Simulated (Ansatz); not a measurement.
System: Co3AlC (Pm-3m, No. 221, 5 atoms in the cell; start mp-10037). Method: LDA in Ansatz (PAW).

Run with plane-wave cutoff 520 eV, 16×16×16 k mesh, Fermi–Dirac smearing 0.05 eV, no spin polarisation, scalar-relativistic PAW data made under PBE.

Cell (relaxed at this level):

Space group Pm-3m (No. 221); a = b = c = 3.6461 Å, α = β = γ = 90.00°

```json
[
 {"atom": "Al", "site": "1a", "symmetry": "m-3m", "x": "0.0000", "y": "0.0000", "z": "0.0000"},
 {"atom": "Co", "site": "3c", "symmetry": "4/mm.m", "x": "0.0000", "y": "0.5000", "z": "0.5000"},
 {"atom": "C", "site": "1b", "symmetry": "m-3m", "x": "0.5000", "y": "0.5000", "z": "0.5000"}
]
```

Q: What does this level give for the bulk modulus?

A: 
- bulk modulus: 273 GPa

Note: the run has no spin polarisation, so it can have missed a magnetic state; the bulk modulus is −V dP/dV from two relaxed cells at ±2 % in volume; the relaxation could not lower the start's symmetry, so the cell can be a saddle point above a distorted one.

It cost very roughly 3.0 core-minutes of CPU time.

A start named mp-… is a Materials Project structure, which need not be a measured phase.

Ansatz is a first-principles code.
